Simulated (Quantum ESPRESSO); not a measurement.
A self-consistent single point of CsPbBr3 (Pm-3m, 5 atoms in the cell) with Quantum ESPRESSO.

Method: PBE, GBRV 1.5 ultrasoft (PBE) pseudopotentials (plane waves; Quantum ESPRESSO 7.5).

```
CsPbBr3
1.0
    5.94863     0.00000     0.00000
    0.00000     5.94863     0.00000
    0.00000     0.00000     5.94863
Cs Pb Br
1 1 3
Direct
  0.00000   0.00000   0.00000
  0.50000   0.50000   0.50000
  0.50000   0.50000   0.00000
  0.00000   0.50000   0.50000
  0.50000   0.00000   0.50000
```

Reference input (self-consistent single point, DFT, PBE, plane waves, GBRV 1.5 ultrasoft (PBE) pseudopotentials): ecutwfc = 40 Ry; ecutrho = 200 Ry; occupations = fixed; potentials = {Cs: cs_pbe_v1.uspp.F.UPF, Pb: pb_pbe_v1.uspp.F.UPF, Br: br_pbe_v1.4.uspp.F.UPF}; K_POINTS = automatic 4 4 4 0 0 0; nbnd = 28; conv_thr = 1e-10 Ry. This run's input differs from it in these lines:

```diff
@@ -13,4 +13,4 @@
  ntyp = 3
- ecutwfc = 40
- ecutrho = 200
+ ecutwfc = 24
+ ecutrho = 120
  occupations = 'fixed'
```

Output (repeated stretches shortened):

```
     Self-consistent Calculation

     iteration #  1     ecut=    24.00 Ry     beta= 0.70

     Threshold (ethr) on eigenvalues was too large:
     Diagonalizing with lowered threshold

     negative rho (up, down):  1.104E-02 0.000E+00

     total energy              =    -368.18456644 Ry
     estimated scf accuracy    <       0.14725304 Ry

     iteration #  2     ecut=    24.00 Ry     beta= 0.70

     negative rho (up, down):  1.154E-02 0.000E+00

     total energy              =    -368.22716255 Ry
     estimated scf accuracy    <       0.04672690 Ry

     iteration #  3     ecut=    24.00 Ry     beta= 0.70

     negative rho (up, down):  1.136E-02 0.000E+00

     total energy              =    -368.23755161 Ry
     estimated scf accuracy    <       0.00061836 Ry

   [... 5 blocks of this kind left out ...]

     iteration #  9     ecut=    24.00 Ry     beta= 0.70

     negative rho (up, down):  1.161E-02 0.000E+00

     total energy              =    -368.23771643 Ry
     estimated scf accuracy    <          1.1E-10 Ry

     iteration # 10     ecut=    24.00 Ry     beta= 0.70

     negative rho (up, down):  1.161E-02 0.000E+00
     End of self-consistent calculation

     highest occupied, lowest unoccupied level (ev):     3.3218    5.0120

!    total energy              =    -368.23771643 Ry
     estimated scf accuracy    <          5.1E-12 Ry

     convergence has been achieved in  10 iterations

     negative rho (up, down):  1.161E-02 0.000E+00

     Forces acting on atoms (cartesian axes, Ry/au):

     atom    1 type  1   force =     0.00000000    0.00000000    0.00000000
   [... zero for the other atoms too ...]

     Total force =     0.000000     Total SCF correction =     0.000000

     negative rho (up, down):  1.161E-02 0.000E+00
          total   stress  (Ry/bohr**3)                   (kbar)     P=       -0.86
  -0.00000585   0.00000000   0.00000000           -0.86        0.00        0.00
   0.00000000  -0.00000585   0.00000000            0.00       -0.86        0.00
   0.00000000   0.00000000  -0.00000585            0.00        0.00       -0.86

   JOB DONE.
```

The run converged in 10 iterations. Against the reference run the free energy rises by 13.9 meV/atom, the pressure goes from 0.56 to -0.09 GPa and the gap on the mesh stays at 1.690 eV.

The starting cell comes from a database of computed structures (which also holds hypothetical and non-ambient phases and stackings), without a prior relaxation at this level. Spin-orbit coupling is off. At the lowered cutoff the pressure carries the error of an incomplete plane-wave basis.

Cost on one core of a shared machine: roughly 30 s.
